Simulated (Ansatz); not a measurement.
## Quick settings and what they miss: RbTlI3 (Fm-3m, 10 atoms in the cell)

Self-consistent single point.

```yaml
crystal:
  lattice:
    - [0.00000, 6.27548, 6.27548]
    - [6.27548, 0.00000, 6.27548]
    - [6.27548, 6.27548, 0.00000]
  atoms:
    - { symbol: Rb, position: [0.75000, 0.75000, 0.75000] }
    - { symbol: Rb, position: [0.25000, 0.25000, 0.25000] }
    - { symbol: Tl, position: [0.50000, 0.50000, 0.50000] }
    - { symbol: Tl, position: [0.00000, 0.00000, 0.00000] }
    - { symbol: I, position: [0.75733, 0.24267, 0.24267] }
    - { symbol: I, position: [0.24267, 0.75733, 0.75733] }
    - { symbol: I, position: [0.24267, 0.75733, 0.24267] }
    - { symbol: I, position: [0.75733, 0.24267, 0.75733] }
    - { symbol: I, position: [0.24267, 0.24267, 0.75733] }
    - { symbol: I, position: [0.75733, 0.75733, 0.24267] }
```

Level of theory: LDA (PW92), default PAW files made with PBE (plane waves; Ansatz, a program for electronic structure).

Base settings: basis.ecutwfc = 420 eV; kpoints.mp_grid.grid = 3 3 3; hamiltonian.xc = lda; hamiltonian.pseudopotentials = {kind: paw} (the program's default PAW files); scf.occupations.method = cold; scf.occupations.width = 0.272 eV.

Tight run (finer mesh or higher cutoff; not a proven limit): basis.ecutwfc: 420 eV → 590 eV; kpoints.mp_grid.grid: 3 3 3 → 5 5 5; scf.convergence.dr2_threshold: default (1e-07 eV) → 1e-09 eV. It gave Fermi level (on the code's own zero) 3.10 eV; pressure -1.90 GPa; largest force (vector length) 0.036 eV/Å.

Quick runs, as changes from the base:
- A: the base itself
- B: basis.ecutwfc: 420 eV → 295 eV; kpoints.mp_grid.grid: 3 3 3 → 4 4 4
- C: kpoints.mp_grid.grid: 3 3 3 → 4 4 4; scf.occupations.width: 0.272 eV → 0.136 eV; scf.convergence.dr2_threshold: default (1e-07 eV) → 0.001 eV
- D: basis.ecutwfc: 420 eV → 335 eV; kpoints.mp_grid.grid: 3 3 3 → 2 2 2; scf.occupations.method: cold → methfessel_paxton; scf.convergence.dr2_threshold: default (1e-07 eV) → 0.0001 eV
- E: basis.ecutwfc: 420 eV → 210 eV; kpoints.mp_grid.grid: 3 3 3 → 4 4 4

Energies are extrapolated to zero smearing width, which holds to low order in the width alone.

The count of work is k-points × plane waves × bands × iterations; it is no time. 

Pressures in the table are Ansatz's without its Pulay estimate, at a fixed set of plane waves; the tight run's value above holds the estimate.

The starting cell comes from a database of computed structures (which also holds hypothetical and non-ambient phases and stackings), without a prior relaxation at this level. Its lattice was rescaled by a random factor within 2.5 % of one. A gap is left out here, as mesh or smearing make it unsure.

```csv
run,energy less tight (meV/atom),pressure less tight (GPa),largest miss in a force vector (eV/Å),count of work / tight
A,4.2,0.01,0.051,0.19
B,66.3,-2.56,0.040,0.23
C,-0.7,0.02,0.005,0.24
D,15.9,-0.22,0.174,0.089
E,4124.8,-80.23,0.248,0.14
```

Among the runs at the tight run's level, the energy misses run from 0.7 to 4124.8 meV/atom.

Left out of this page: 1 run of the series outside the window shown, repeating another row's setting, or not comparable.

Keys are those of Ansatz 0.2.
